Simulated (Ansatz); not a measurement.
Base system: TiO2 in the rutile structure (space group P4_2/mnm, No. 136; a = 4.5481 Å, c = 2.9171 Å).

Structures relaxed with LDA (Ansatz, a quantum-chemistry and plane-wave program), no SOC.

Base:

Simulated powder pattern, Cu Kα1, λ = 1.54056 Å (kinematic, ideal powder, no thermal factors, no anomalous dispersion; the 14 strongest lines at most, above 2 %, up to 2θ = 90°):

```tsv
2θ (°)	I/Imax (%)	hkl
27.72	100	(110)
36.57	46	(101)
39.60	6.7	(200)
41.77	19	(111)
44.51	6.6	(210)
54.99	58	(211)
57.24	18	(220)
63.76	8.2	(002)
64.77	8.6	(310)
69.86	21	(301)
70.89	10	(112)
77.72	2.2	(202)
83.41	4.7	(321)
85.29	3.3	(400)
```

Perturbation: cell and atoms relaxed at a pressure of 0.9 GPa.

Task: How do the reflections move or split?

Result: 
Simulated powder pattern, Cu Kα1, λ = 1.54056 Å (kinematic, ideal powder, no thermal factors, no anomalous dispersion; the 14 strongest lines at most, above 2 %, up to 2θ = 90°):

```tsv
2θ (°)	I/Imax (%)	hkl
27.76	100	(110)
36.60	46	(101)
39.66	6.7	(200)
41.82	19	(111)
44.58	6.6	(210)
55.06	58	(211)
57.34	18	(220)
63.81	8.2	(002)
64.87	8.6	(310)
69.97	21	(301)
70.95	10	(112)
77.80	2.2	(202)
83.55	4.7	(321)
85.45	3.3	(400)
```

The indices refer to the base's conventional cell; one index is shown for lines that coincide.

Load acts through the strain it causes; cell and atoms are relaxed under it. Stability against distortions was not tested. All final runs are without spin polarisation.
